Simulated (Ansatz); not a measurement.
Base system: NaF in the rock salt structure (space group Fm-3m, No. 225; a = 4.701 Å).

Modification: a hydrostatic pressure of 0.3 GPa.

Calculations: PBE/PAW in Ansatz (an electronic-structure program), spin-orbit coupling left out.

Base, band edges from the VBM (valence, conduction): X -0.38, 12.80; W -0.53, 12.94; L -0.23, 10.52; Γ 0.00, 6.09; K -0.34, 12.59; U -0.34, 12.59 eV.

Q: Give the band edges at the high-symmetry points of the new zone, measured from its valence-band maximum.

A: 
```tsv
point	valence edge (eV)	conduction edge (eV)
Γ	0.00	6.12
X	-0.39	12.85
U	-0.35	12.62
K	-0.35	12.62
L	-0.23	10.56
W	-0.54	12.98
```

The gap is 6.12 eV, direct at Γ.

Load acts through the strain it causes; cell and atoms are relaxed under it. Stability against distortions was not tested.
